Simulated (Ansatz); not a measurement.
# Hypothetical CsCl type GaN, pressure series

Take GaN in the CsCl type structure (space group Pm-3m, No. 221; a hypothetical phase, not in the database extracts checked) as the base.

```xyz
2
Lattice="2.7031 0.0000 0.0000 0.0000 2.7031 0.0000 0.0000 0.0000 2.7031" Properties=species:S:1:pos:R:3 pbc="T T T"
Ga     0.0000     0.0000     0.0000
N      1.3515     1.3515     1.3515
```

Cell and atoms are relaxed at each pressure.

All numbers come from DFT with PBEsol, PAW potentials and a 420 eV plane-wave cutoff in Ansatz (a first-principles code), scalar-relativistic without spin-orbit coupling.

Notes on the quantities. enthalpy: H = E + PV relative to the base's energy.

| variant | volume per atom | enthalpy |
|---|---|---|
| base | 9.88 Å³ | – |
| pressure −2 GPa | 10.00 Å³ | -0.12 eV/atom |
| pressure −1 GPa | 9.93 Å³ | -0.06 eV/atom |
| pressure 0.3 GPa | 9.86 Å³ | +0.02 eV/atom |
| pressure 0.7 GPa | 9.84 Å³ | +0.04 eV/atom |
| pressure 1.5 GPa | 9.79 Å³ | +0.09 eV/atom |
| pressure 3 GPa | 9.71 Å³ | +0.18 eV/atom |
| pressure 5 GPa | 9.60 Å³ | +0.30 eV/atom |
| pressure 7.5 GPa | 9.48 Å³ | +0.45 eV/atom |
| pressure 10 GPa | 9.37 Å³ | +0.60 eV/atom |

Load acts through the strain it causes; cell and atoms are relaxed under it. Whether these cells are dynamically stable was not tested. No other phases were tried under pressure. All final runs are without spin polarisation.
